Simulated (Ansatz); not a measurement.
Base system: In$_{2}$HgTe$_{4}$ (space group I-4, No. 82).

```xyz
7
Lattice="-3.1157 3.1157 6.2023 3.1157 -3.1157 6.2023 3.1157 3.1157 -6.2023" Properties=species:S:1:pos:R:3 pbc="T T T"
In     0.0000     3.1157     3.1012
Hg     0.0000     0.0000     0.0000
Te     1.7527     1.3815     1.7335
Te     1.3815     4.4787    -1.7335
Te     1.3630     1.7342     7.9358
Te     1.7342    -1.3630     4.4688
In     0.0000     0.0000     6.2023
```

Calculations: DFT with PBEsol, PAW potentials and a 420 eV plane-wave cutoff in Ansatz (an electronic-structure program), no spin-orbit coupling.

Strains are applied to the cell and any free atomic positions relax.

One change was made to it. Results:

The valence-band top at Γ (three highest levels, from the VBM) changes from 0.00, 0.00, -0.28 eV to 0.00, 0.00, -0.38 eV; the band gap falls by 0.01 eV, from 0.50 eV to 0.49 eV; the electron mass goes from 0.096 mₑ along c, 0.047 mₑ across (at Γ) to 0.11 mₑ along c, 0.043 mₑ across (at Γ); the energy goes up by 6.2 meV/atom; the pressure (mean of the normal stresses, compression positive) goes from zero to 1.38 GPa.

Problem. Which of these changes matches the shifts?
A) isotropic strain −2.25 %
B) isotropic strain −0.75 %
C) isotropic strain −1.50 %

Solution. C, isotropic strain −1.50 %. For comparison, the valence-band top at Γ in the other runs: isotropic strain −0.75 % gives 0.00, 0.00, -0.33 eV; isotropic strain −2.25 % gives 0.00, 0.00, -0.44 eV.

Spin-orbit coupling, missing from the scalar runs, can matter with Hg and Te. Effective masses come from finite differences of ±0.01 Å⁻¹. Whether these cells are dynamically stable was not tested.
